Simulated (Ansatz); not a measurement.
# Habitual settings against a tight run: SnPbSe2 (R-3m, 4 atoms in the cell)

Self-consistent single point.

```
CELL_PARAMETERS angstrom
      2.11222     1.21949     6.89748
     -2.11222     1.21949     6.89748
      0.00000    -2.43898     6.89748
ATOMIC_POSITIONS crystal
  Sn 0.50000 0.50000 0.50000
  Pb 0.00000 0.00000 0.00000
  Se 0.75256 0.75256 0.75256
  Se 0.24744 0.24744 0.24744
```

Level of theory: PBEsol, default PAW files made with PBE (plane waves; Ansatz, a quantum-chemistry and plane-wave program).

Base settings: basis.ecutwfc = 30.9 Ry; kpoints.mp_grid.grid = 9 9 9; hamiltonian.xc = pbesol; hamiltonian.pseudopotentials = {kind: paw} (the program's default PAW files); scf.occupations.method = gaussian; scf.occupations.width = 0.02 Ry.

Tight run (finer mesh or higher cutoff; not a proven limit): basis.ecutwfc: 30.9 Ry → 43.4 Ry; kpoints.mp_grid.grid: 9 9 9 → 13 13 13; scf.convergence.dr2_threshold: default (1e-07 eV) → 1e-09 eV. It gave pressure 1.52 GPa; largest force (vector length) 0.041 eV/Å.

Quick runs, as changes from the base:
- A: the base itself
- B: basis.ecutwfc: 30.9 Ry → 21.7 Ry; kpoints.mp_grid.grid: 9 9 9 → 8 8 8; scf.occupations.method: gaussian → fermi_dirac; scf.occupations.width: 0.02 Ry → 0.0367 Ry
- C: basis.ecutwfc: 30.9 Ry → 21.7 Ry; kpoints.mp_grid.grid: 9 9 9 → 4 4 4; scf.occupations.method: gaussian → fermi_dirac; scf.occupations.width: 0.02 Ry → 0.0367 Ry
- D: basis.ecutwfc: 30.9 Ry → 24.6 Ry; kpoints.mp_grid.grid: 9 9 9 → 2 2 2; scf.occupations.method: gaussian → fermi_dirac; scf.occupations.width: 0.02 Ry → 0.0147 Ry; scf.convergence.dr2_threshold: default (1e-07 eV) → 0.001 eV
- E: basis.ecutwfc: 30.9 Ry → 15.4 Ry; kpoints.mp_grid.grid: 9 9 9 → 8 8 8; scf.occupations.method: gaussian → cold; scf.occupations.width: 0.02 Ry → 0.0367 Ry
- F: basis.ecutwfc: 30.9 Ry → 15.4 Ry; kpoints.mp_grid.grid: 9 9 9 → 4 4 4; kpoints.mp_grid.shift: default → 0.5 0.5 0.5

Energies are extrapolated to zero smearing width, which holds to low order in the width alone.

The count of work is k-points × plane waves × bands × iterations; it is no time. 

Pressures in the table are Ansatz's without its Pulay estimate, at a fixed set of plane waves; the tight run's value above holds the estimate.

The starting cell comes from a database of computed structures (which also holds hypothetical and non-ambient phases and stackings), without a prior relaxation at this level. Its lattice was rescaled by a random factor within 2.5 % of one. A gap is left out here, as mesh or smearing make it unsure.

| run | energy less tight (meV/atom) | pressure less tight (GPa) | largest miss in a force vector (eV/Å) | count of work / tight |
|---|---|---|---|---|
| A | -0.1 | -0.04 | 0.001 | 0.17 |
| B | 80.8 | -2.92 | 0.085 | 0.081 |
| C | 64.2 | -3.23 | 0.087 | 0.016 |
| D | 165.1 | -1.07 | 0.309 | 0.0046 |
| E | 2739.5 | -92.50 | 0.028 | 0.045 |
| F | 2773.8 | -93.77 | 0.041 | 0.0061 |

Among the runs at the tight run's level, the energy misses run from 0.1 to 2773.8 meV/atom.

Left out of this page: 2 runs of the series with a known weakness of the program.

Keys are those of Ansatz 0.2.
